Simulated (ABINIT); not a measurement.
A self-consistent single point of Ag (Fm-3m, 1 atom in the cell) with ABINIT.

Method of the run: PBE, PAW (JTH v2.0 PBE PAW) (plane waves; ABINIT 10.0.3).

```yaml
crystal:
  lattice:
    - [0.00000, 2.02140, 2.02140]
    - [2.02140, 0.00000, 2.02140]
    - [2.02140, 2.02140, 0.00000]
  atoms:
    - { symbol: Ag, position: [0.00000, 0.00000, 0.00000] }
```

Reference input (self-consistent single point, DFT, PBE, plane waves, PAW (JTH v2.0 PBE PAW)): pseudos = [Ag.GGA_PBE-JTH.xml]; ecut = 20 Ha; pawecutdg = 40 Ha; occopt = 7; tsmear = 0.2 eV; ngkpt = 14 14 14; nshiftk = 1; shiftk = 0 0 0; potentials = JTH v2.0 PBE PAW; nband = 11; kptopt = 1; nstep = 100. This run's input differs from it in these lines:

```diff
@@ -13,4 +13,4 @@
 xcart    0.0000000000    0.0000000000    0.0000000000
-ecut 20 Ha
-pawecutdg 40 Ha
+ecut 35 Ha
+pawecutdg 70 Ha
 occopt 7
```

Log, with long lists cut:

```
--- !BeginCycle
solver: {iscf: 17, nstep: 100, nline: 4, wfoptalg: 10, }
tolerances: {toldfe: 1.00E-09, }
...

     iter   Etot(hartree)      deltaE(h)  residm     nres2
 ETOT  1  -38.119321504198    -3.812E+01 7.763E-01 1.342E+01
 ETOT  2  -38.222654284868    -1.033E-01 1.003E-02 2.242E+00
 ETOT  3  -38.219790847185     2.863E-03 2.405E-03 3.191E-02
 ETOT  4  -38.219762633976     2.821E-05 1.248E-03 4.706E-03
 ETOT  5  -38.219756962531     5.671E-06 1.160E-03 4.411E-04
 ETOT  6  -38.219756602077     3.605E-07 4.288E-04 3.567E-07
 ETOT  7  -38.219756604153    -2.077E-09 1.565E-04 1.906E-08
 ETOT  8  -38.219756604131     2.238E-11 1.157E-04 2.236E-08
 ETOT  9  -38.219756604108     2.287E-11 4.506E-05 5.308E-10
 At SCF step    9, etot is converged :
  for the second time, diff in etot=  2.287E-11 < toldfe=  1.000E-09

 Cartesian components of stress tensor (hartree/bohr^3)
  sigma(1 1)= -2.99774218E-04  sigma(3 2)=  0.00000000E+00
  sigma(2 2)= -2.99774218E-04  sigma(3 1)=  0.00000000E+00
  sigma(3 3)= -2.99774218E-04  sigma(2 1)=  0.00000000E+00

 ----iterations are completed or convergence reached----

 reduced coordinates (array xred) for    1 atoms
       0.000000000000      0.000000000000      0.000000000000
 cartesian forces (eV/Angstrom) at end:
    1     -0.00000000000000    -0.00000000000000    -0.00000000000000
 frms,max,avg= 0.0000000E+00 0.0000000E+00   0.000E+00  0.000E+00  0.000E+00 e/A
 length scales=  1.000000000000  1.000000000000  1.000000000000 bohr
   [... lines left out ...]
 Fermi (or HOMO) energy (hartree) =   0.15023   Average Vxc (hartree)=  -0.45979
   [... lines left out ...]
'-kT*entropy'       : -1.90513358986659E-04
total_energy        : -3.82197580490769E+01
total_energy_eV     : -1.04001250730976E+03
...

-Cartesian components of stress tensor (GPa)         [Pressure=  8.8197E+00 GPa]
- sigma(1 1)= -8.81966050E+00  sigma(3 2)=  0.00000000E+00
- sigma(2 2)= -8.81966050E+00  sigma(3 1)=  0.00000000E+00
- sigma(3 3)= -8.81966050E+00  sigma(2 1)=  0.00000000E+00

 Calculation completed.
```

The run converged in 9 iterations. 

The starting cell comes from a database of computed structures (which also holds hypothetical and non-ambient phases and stackings), without a prior relaxation at this level. Its lattice was rescaled by a random factor within 2.5 % of one.

These are the values that this program gave, and no reference: the one-centre exchange-correlation terms come from a truncated expansion.

Cost on one core of a shared machine: roughly 90 s.
